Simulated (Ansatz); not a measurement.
Consider CdS in the zinc blende structure (space group F-43m, No. 216; a = 5.9266 Å).

Perturbation: a negative pressure, −2 GPa.

Levels (all Ansatz, a first-principles code, PAW): PBE (420 eV, no spin-orbit coupling); r2SCAN (500 eV, scalar-relativistic without spin-orbit coupling); HSE06 (420 eV, without spin-orbit coupling); PBE+SOC (420 eV, with spin-orbit coupling).

One geometry, relaxed with PBE, under each level:

Notes on the quantities. hole mass: degenerate bands, along [100].

The valence-band top lists the three highest levels at Γ (Kramers pairs under SOC), from the VBM.

```json
[
 {"level": "PBE", "band gap": "0.95 eV", "lowest conduction level above the VBM at special points": "Γ 0.95 eV; L 2.87 eV; X 3.69 eV; U 4.20 eV", "valence-band top at Γ": "0.00, 0.00, 0.00 eV", "electron mass": "0.11 mₑ (at Γ)", "hole mass": "0.12, 0.87, 0.87 mₑ (at Γ)", "pressure": "-20.0 kbar"},
 {"level": "r2SCAN", "band gap": "…", "lowest conduction level above the VBM at special points": "…", "valence-band top at Γ": "–", "electron mass": "…", "hole mass": "…", "pressure": "…"},
 {"level": "HSE06", "band gap": "1.94 eV", "lowest conduction level above the VBM at special points": "Γ 1.94 eV; L 3.94 eV; X 4.58 eV", "valence-band top at Γ": "–", "electron mass": "–", "hole mass": "–", "pressure": "–"},
 {"level": "PBE+SOC", "band gap": "0.93 eV", "lowest conduction level above the VBM at special points": "Γ 0.93 eV; L 2.85 eV; X 3.67 eV; U 4.18 eV", "valence-band top at Γ": "0.00, 0.00, -0.05 eV", "electron mass": "0.11 mₑ (at Γ)", "hole mass": "0.16, 0.97 mₑ (at Γ)", "pressure": "-20.5 kbar"}
]
```

Question: Give the withheld r2SCAN results.

Answer: 
- r2SCAN, band gap: 1.39 eV
- r2SCAN, lowest conduction level above the VBM at special points: Γ 1.39 eV; L 3.33 eV; X 3.98 eV; U 4.59 eV
- r2SCAN, electron mass: 0.14 mₑ (at Γ)
- r2SCAN, hole mass: 0.16, 0.88, 0.88 mₑ (at Γ)
- r2SCAN, pressure: -34.4 kbar

Single points use the geometry relaxed with PBE. Their cutoffs differ, which shifts pressures a little. The spin-orbit shifts are approximate. Load acts through the strain it causes; cell and atoms are relaxed under it. Effective masses come from finite differences of ±0.01 Å⁻¹. No phonon test of stability was made.
